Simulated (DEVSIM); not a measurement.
Device: TaN/SiO2/p-Si capacitor, at 300 K.

```csv
layer (left to right),material,thickness (nm),Na (cm⁻³)
1,SiO2,27.0,-
2,Si,4100,1e16
```

Metal gate on the left, work function 4.4 eV. Fixed charge at the semiconductor interface -9.1e11 cm⁻² (in units of +e); interface traps 1.6e11 cm⁻² eV⁻¹, uniform in energy, neutral level at 0.3 of the gap above the valence band.

This is a model device: material constants are rounded textbook-type values typed into the input, and sizes, dopings and lifetimes were drawn at random. Values at 300 K.

```tsv
parameter	SiO2	Si
gap (eV)	9	1.124
affinity (eV)	0.9	4.05
permittivity	3.9	11.7
Nc (cm⁻³)	-	2.86e19
Nv (cm⁻³)	-	3.1e19
```

DEVSIM, 1D Poisson equation in equilibrium, Boltzmann statistics, complete ionisation; no quantum confinement or tunnelling. Metal contacts follow the ideal Schottky-Mott rule: no Fermi-level pinning, no interface dipoles.

**Question.** Tabulate band edges, carrier densities and field at 1.4 V on the gate.

**Answer.** Energies count from the Fermi level of the right contact; mesh points crowd at the junctions.

```
x (μm)    Ec (eV)  Ev (eV)  n (cm⁻³)  p (cm⁻³)  field (V/cm)
--------  -------  -------  --------  --------  ------------
0.000       2.100   -6.900     < 1e2     < 1e2        560000
0.001572    2.188   -6.812     < 1e2     < 1e2        560000
0.005087    2.383   -6.617     < 1e2     < 1e2        560000
0.01339     2.846   -6.154     < 1e2     < 1e2        560000
0.02295     3.379   -5.621     < 1e2     < 1e2        560000
0.02596     3.547   -5.453     < 1e2     < 1e2        560000
0.02726     0.455   -0.669    6.5e11     1.8e8         37000
0.03050     0.467   -0.657    4.1e11     2.8e8         36000
0.03707     0.490   -0.634    1.7e11     7.0e8         35000
0.05295     0.544   -0.580    2.1e10     5.6e9         33000
0.09127     0.658   -0.466     2.5e8    4.6e11         27000
0.2400      0.890   -0.234     32000    3.6e15          5500
0.5427      0.916   -0.208     12000    1.0e16           ≈ 0
1.273       0.916   -0.208     12000    1.0e16           ≈ 0
3.087       0.916   -0.208     12000    1.0e16           ≈ 0
3.711       0.916   -0.208     12000    1.0e16           ≈ 0
3.955       0.916   -0.208     12000    1.0e16           ≈ 0
4.056       0.916   -0.208     12000    1.0e16           ≈ 0
4.106       0.916   -0.208     12000    1.0e16           ≈ 0
4.119       0.916   -0.208     12000    1.0e16           ≈ 0
4.124       0.916   -0.208     12000    1.0e16           ≈ 0
4.127       0.916   -0.208     12000    1.0e16           ≈ 0
```
